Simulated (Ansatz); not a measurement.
Base system: TiAl (space group P4/mmm, No. 123; relaxed with 0.1 eV smearing).

```
CELL_PARAMETERS angstrom
      2.76616     0.00000     0.00000
      0.00000     2.76616     0.00000
      0.00000     0.00000     4.00209
ATOMIC_POSITIONS crystal
  Ti 0.00000 0.00000 0.00000
  Al 0.50000 0.50000 0.50000
```

Cartesian axes are those of the cell as printed.

Computed with LDA, PAW, 420 eV (Ansatz, a first-principles code; no SOC).

One thing is altered: uniaxial strain ε_zz = −2.50 %, all other strain components held at zero, atoms relaxed at fixed cell.

Task: Predict the stress tensor and what it implies for the stiffness.

Result: Stress of the strained cell less that of the base (GPa, compression positive):
```
    2.7     0.0     0.0
    0.0     2.7     0.0
    0.0     0.0     4.5
```

Then −Δσ_ii/ε with ε = -0.0250 gives secant stiffness values (nonlinear terms included at this strain): C33 ≈ 181 GPa, C13 ≈ 109 GPa and C23 ≈ 109 GPa.

As a check, the harmonic strain energy −½ V₀ Δσ:ε is 5.4 meV/atom; the computed energy rise is 5.4 meV/atom.

Whether these cells are dynamically stable was not tested. All final runs are without spin polarisation.
